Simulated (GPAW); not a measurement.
GPAW run on InRh (P1, 2 atoms in the cell): self-consistent single point.

Method of the run: PBEsol, GPAW PAW datasets PBEsol (made by gpaw-setup) (plane waves; GPAW).

The change in words: atoms moved at random. Reference geometry:
```
CELL_PARAMETERS angstrom
      3.20968     0.00000     0.00000
      0.00000     3.20968     0.00000
      0.00000     0.00000     3.20968
ATOMIC_POSITIONS crystal
  In 0.00000 0.00000 0.00000
  Rh 0.50000 0.50000 0.50000
```

Reference input (self-consistent single point, DFT PBEsol, plane waves, GPAW PAW datasets PBEsol (made by gpaw-setup)): mode = pw; ecut = 600 eV; xc = PBEsol; kpts = 10 10 10; mesh shift (steps) = 0 0 0; occupations.name = methfessel-paxton; occupations.width = 0.2 eV; occupations.order = 0; nbands = -8; symmetry.symmorphic = false; symmetry.tolerance = 0.0005; maxiter = 120. This run's input differs from it in these lines:

```diff
@@ -8,4 +8,4 @@
                     [0.000000, 0.000000, 3.209680]],
-              scaled_positions=[[0.000000, 0.000000, 0.000000],
-                                [0.500000, 0.500000, 0.500000]],
+              scaled_positions=[[-0.007485, 0.004899, 0.012152],
+                                [0.507485, 0.495101, 0.487848]],
               pbc=True)
```

Output, abridged:

```
     iter     time        total  log10-change:
                         energy   eigst   dens
iter:   1 --:--:--   -12.510677
iter:   2 --:--:--   -12.480164   -1.50  -1.44
iter:   3 --:--:--   -12.685852   -1.25  -1.46
iter:   4 --:--:--   -12.522243   -3.13  -1.58
iter:   5 --:--:--   -12.243229   -2.02  -1.66
iter:   6 --:--:--   -12.253641   -3.76  -2.37
iter:   7 --:--:--   -12.230210   -3.37  -2.28
iter:   8 --:--:--   -12.228758   -3.93  -2.77
iter:   9 --:--:--   -12.228899c  -4.20  -3.23
iter:  10 --:--:--   -12.228359c  -4.87  -3.10
iter:  11 --:--:--   -12.228333c  -6.13  -4.01c
iter:  12 --:--:--   -12.228338c  -7.05  -4.11c
iter:  13 --:--:--   -12.228324c  -6.54  -4.18c
iter:  14 --:--:--   -12.228323c  -7.75c -4.35c
Converged after 14 iterations.

Dipole moment: (0.555867, -0.364253, -0.899393) |e|*Ang

Energy contributions relative to reference atoms: (reference = -289972.270669)

Kinetic:        +12.699995
Potential:      -11.555512
External:        +0.000000
XC:             -13.326041
Entropy (-ST):   -0.024200
Local:           -0.034665
SIC:             +0.000000
--------------------------
Free energy:    -12.240423
Extrapolated:   -12.228323

Showing only first 2 kpts
 Kpt  Band  Eigenvalues  Occupancy
  0    12      9.57068    2.00000
  0    13      9.57231    2.00000
  0    14     15.26700    0.00000
  0    15     15.27474    0.00000

  1    12      9.39363    2.00000
  1    13      9.56209    2.00000
  1    14     14.33731    0.00000
  1    15     15.65415    0.00000

Fermi level: 10.76603

No gap
No difference between direct/indirect transitions
Energy (eV): -12.228323

Forces in eV/Ang:
  0 In    0.28459   -0.18741   -0.45414
  1 Rh   -0.28298    0.18636    0.45144

Stress tensor:
     0.011591     0.001313     0.003189
     0.001313     0.011054    -0.002099
     0.003189    -0.002099     0.013084
Stress (GPa, Voigt): [ 1.8571  1.7711  2.0963 -0.3362  0.5109  0.2103]
```

The run converged in 14 iterations. GPAW prints stress with tension positive. Against the reference run the free energy goes up by 13.7 meV/atom, the pressure goes from -2.43 to -1.91 GPa and the largest force goes from 0.000 to 0.568 eV/Å.

The starting cell comes from a database of computed structures (which also holds hypothetical and non-ambient phases and stackings), without a prior relaxation at this level. For this run, on top of that: atoms moved at random. Spin polarisation is off.

Cost on one core of a shared machine: roughly 90 s.
